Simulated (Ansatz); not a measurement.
# MoSi2: uniaxial strain ε_zz = −1.50 %

Base system: MoSi2 (space group I4/mmm, No. 139; a = 3.1740 Å, c = 7.7787 Å; relaxed with 0.1 eV smearing). Axes: x, y, z lie along a, b, c of the conventional cell.

It is then changed as follows: uniaxial strain ε_zz = −1.50 %, all other strain components held at zero, atoms relaxed at fixed cell.

Level of theory: LDA (Ansatz, a quantum-chemistry and plane-wave program; PAW; 420 eV plane waves; spin-orbit coupling left out). k-mesh 25×25×25 (Γ-centred); smearing 0.1 eV (Fermi–Dirac).

```tsv
quantity	base	changed	shift
volume per atom	13.06 Å³	12.86 Å³	-0.20 Å³
space group	I4/mmm (No. 139)	I4/mmm (No. 139)	–
shortest interatomic distance	2.564 Å	2.530 Å	-0.034 Å
energy relative to the base (free energy F)	0 meV/atom	+5.1 meV/atom	+5.1 meV/atom
pressure (mean of the normal stresses, compression positive)	0.0 GPa	3.9 GPa	+3.9 GPa
band gap	zero	zero	–
stress (xx, yy, zz, yz, xz, xy; compression positive)	–	(1.6, 1.6, 8.5, 0.0, 0.0, 0.0) GPa	–
```

Cost of the whole job for the changed cell (relaxation, final SCF and bands): very roughly 3 core-minutes.

Whether these cells are dynamically stable was not tested. All final runs are without spin polarisation.
